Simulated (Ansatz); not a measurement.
## By hand: formation energy of Bi2Se3 (R-3m) from the elements

We look at the formation energy of Bi2Se3 (R-3m) from the elements. Reaction: 3 Se (P3₁21) + 2 Bi (R-3m) → Bi2Se3 (R-3m). Negative: the products are lower in energy. The value is per atom of the solid.

Bi2Se3 (R-3m), 5 atoms in the cell. Conventional cell: a = b = 4.143 Å, c = 28.439 Å, α = β = 90.00°, γ = 120.00°.

Setting: static, neutral cells in Ansatz (PAW) whose structures rest at the PBE+D3(BJ) level. Ansatz (a first-principles code) runs with its PAW set soft_1. Other levels take these structures. The lattices are those relaxed with PBE+D3(BJ), so at other levels the solids can be strained. A dispersion term (D3(BJ), or D4 for r2SCAN) was computed beside these levels and is taken off wherever the name lacks it. Space groups of crystals are read within 0.01 Å. The runs are scalar-relativistic, without spin-orbit coupling.

Total energies of the cells in eV, at zero smearing width. They compare only within one column; the weights balance every element.

```json
[
 {"cell": "Bi2Se3 (R-3m)", "atoms": "5", "weight": "+1", "r2SCAN": "-41263.16692"},
 {"cell": "Se (P3₁21)", "atoms": "3", "weight": "−1", "r2SCAN": "-16434.29075"},
 {"cell": "Bi (R-3m)", "atoms": "2", "weight": "−1", "r2SCAN": "-24826.62855"}
]
```

r2SCAN: (-41263.16692) − (-16434.29075) − (-24826.62855) = -2.248 eV; dividing by 5 atoms gives -0.45 eV/atom.

What follows from the r2SCAN value: A formula unit of Bi2Se3 has 5 atoms, so it forms with -0.4495 × 5 = -2.248 eV, or -216.9 kJ/mol at 96.485 kJ/mol per eV.
